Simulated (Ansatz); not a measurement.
The starting structures come from a database of crystals and need not be the phases stable at ambient conditions.

 Where the default PAW files enter, the runs use the earlier of Ansatz's two default sets.

By PBEsol, the system below comes out a metal.

Without scattering a metal conducts by its projected Fermi surface.

Input:

```xyz
2
Lattice="4.8713 0.0000 0.0000 2.4357 5.0659 0.0000 2.4357 -0.3903 1.3510" Properties=species:S:1:pos:R:3 pbc="T T T"
Al     6.4951     3.5067     1.0132
Al     3.2476     1.1689     0.3377
```

Space group of this cell: P6_3/mmc, hcp (Mg type). The cell is taken as given; by PBEsol its mean pressure is -1.4 GPa.

The current flows along the normal of the first two printed cell vectors, the (111) plane of the conventional cell. No spin-orbit coupling; the value is a mean over 0.1 eV about the Fermi level.

Question: Compute, with PBEsol run with Ansatz (a program for electronic structure), the ballistic conductance per area.

Answer: 1.5 × 10¹⁵ S/m² for both spins.
